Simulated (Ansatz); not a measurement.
**Hf under a change: uniaxial strain ε_xx = +2.00 %**

Consider Hf in the hcp (Mg type) structure (space group P6_3/mmc, No. 194; a = 3.1174 Å, c = 4.9501 Å; relaxed with 0.1 eV smearing). Axes: x lies along a and z along c of the hexagonal cell.

It is then changed as follows: the cell is stretched by 2.00 % along x with no lateral relaxation; the atoms relax in the strained cell.

Method: Kohn–Sham DFT with the LDA functional, run in Ansatz (an electronic-structure program) with PAW and 420 eV plane waves, no SOC. k-mesh 21×21×12 (Γ-centred); smearing 0.1 eV (Fermi–Dirac).

* **Volume per atom**: 21.25 Å³ (base 20.83 Å³)
* **Shortest interatomic distance**: 306.8 pm (base 306.0 pm)
* **Energy relative to the base (free energy F)**: +4.6 meV/atom
* **Pressure (mean of the normal stresses, compression positive)**: -2.2 GPa (base 0.0 GPa)
* **Band gap**: zero (base zero)
* **Largest internal atomic displacement**: 0.014 Å
* **Stress (xx, yy, zz, yz, xz, xy; compression positive)**: (-3.5, -1.7, -1.6, 0.0, 0.0, 0.0) GPa

Stability against distortions was not tested. The final runs are not spin-polarised.
